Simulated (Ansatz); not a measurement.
## Effect of uniaxial stress, 3 GPa tension along z on Ta2N

Consider Ta₂N (space group P-31m, No. 162; a = 5.265 Å, c = 4.911 Å; a cell from a computed database, its experimental status unchecked). Axes: x lies along a and z along c of the hexagonal cell.

Modification: uniaxial stress, 3 GPa tension along z, with the cell and atoms free to relax against it.

The values are results of plane-wave PAW DFT at the PBEsol level (Ansatz, a first-principles code, 420 eV), no spin-orbit coupling, not measurements. k-mesh 10×10×10 (Γ-centred); smearing 0.05 eV (Fermi–Dirac).

- Volume per atom = 13.14 Å³ (base 13.10 Å³)
- Space group = P-31m (No. 162) (base P-31m (No. 162))
- Shortest interatomic distance = 2.135 Å (base 2.133 Å)
- Energy relative to the base (free energy F) = +1.0 meV/atom
- Band gap = zero (base zero)
- Strain response (xx, yy, zz) = (−0.25, −0.25, +0.83) % (rough)

Cost of the whole job for the changed cell (relaxation, final SCF and bands): around 7 core-minutes (rough).

Without a gap, meshes like the base's 10×10×10 leave anisotropic stresses uncertain by several tenths of a GPa, and small strain energies with them. Stability under load was not tested beyond the relaxation. The final runs are not spin-polarised. An odd electron count without spin: Ta2N.
